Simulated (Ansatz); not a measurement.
For PdGe2 (model structure, started from the AlB2 type, P6/mmm, No. 191, 3 atoms in the cell), PBEsol in Ansatz (plane waves, PAW) gives:

| Property | Value |
|---|---|
| lattice parameter a | 4.579 Å |
| lattice parameter c | 2.707 Å |

Task: What does PBE-D3(BJ) (Ansatz, a program for electronic structure, PAW) give for the same quantities?

Result: 
- lattice constant a: 4.589 Å (grows by 0.2 %)
- lattice parameter c: 2.717 Å (grows by 0.4 %)

Changes are worked out from the printed values.

Unless a cell is named, each level is at its own relaxed cell (PBEsol 16.39, PBE-D3(BJ) 16.52 Å³/atom).

Caveats: a distance lies near a switch of the dispersion term, which can move the cell (PBE-D3(BJ)). Ansatz's density-functional and Hartree–Fock values are scalar-relativistic unless marked +SOC, with PAW data made under PBE.

A model structure was made by putting elements into a prototype or built by hand; it is no filed structure, need not be a known phase, and can be a saddle point held by its symmetry.
